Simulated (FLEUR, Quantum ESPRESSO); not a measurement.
# CeSi2Cu2 (I4/mmm, 5 atoms in the cell) computed with different codes at matched settings

Self-consistent single point, at a second geometry (lattice scaled by 0.98). First geometry:

```xyz
5
Lattice="-1.9965 1.9965 4.8176 1.9965 -1.9965 4.8176 1.9965 1.9965 -4.8176" Properties=species:S:1:pos:R:3 pbc="T T T"
Ce     0.0000     0.0000     0.0000
Si     0.0000     0.0000     5.9883
Si     0.0000     0.0000     3.6468
Cu     1.9965     0.0000     2.4088
Cu     0.0000     1.9965     2.4088
```
Moments meant for the start (each program seeds them in its own way; μB, in the order of the atoms Ce Si Si Cu Cu): 1.0 0.0 0.0 0.0 0.0.

Shared settings, as Quantum ESPRESSO writes them: occupations = smearing; smearing = gaussian; degauss = 0.0073499 Ry; nspin = 2; K_POINTS = automatic 6 6 6 0 0 0. Potentials and cutoffs stand in the table.

```json
[
 {"code": "FLEUR", "model": "PBEsol, all-electron FLAPW (FLEUR), scalar-relativistic valence", "largest force (eV/Å)": "0.155", "cutoff": "Kmax 3.9 1/bohr"},
 {"code": "Quantum ESPRESSO", "model": "PBEsol, SSSP 1.1.2 efficiency (PBE) pseudopotentials", "largest force (eV/Å)": "0.163", "cutoff": "50 Ry"}
]
```

On FLEUR's run: spin-orbit coupling is off. The starting moments vanished: the run ended non-magnetic, which need not be the lowest state. The f electrons are in the valence without U or exact exchange, which can misplace them near the Fermi level. Spin-orbit terms, which matter for f shells, are left out.

The spread over the programs that give each value: largest force within 0.008 eV/Å.

FLEUR treats all electrons, but the usual bases taken here (sphere radii, linearisation, local orbitals, empty states) were not tested for convergence, so the values are no reference for the others.

The starting cell comes from a database of computed structures (which also holds hypothetical and non-ambient phases and stackings), without a prior relaxation at this level. Its lattice was rescaled by a random factor within 2.5 % of one. For this run, on top of that: lattice scaled by 0.98.

Left out of this page: Ansatz (with a known weakness of the program); Elk (not drawn, or without a comparable value).
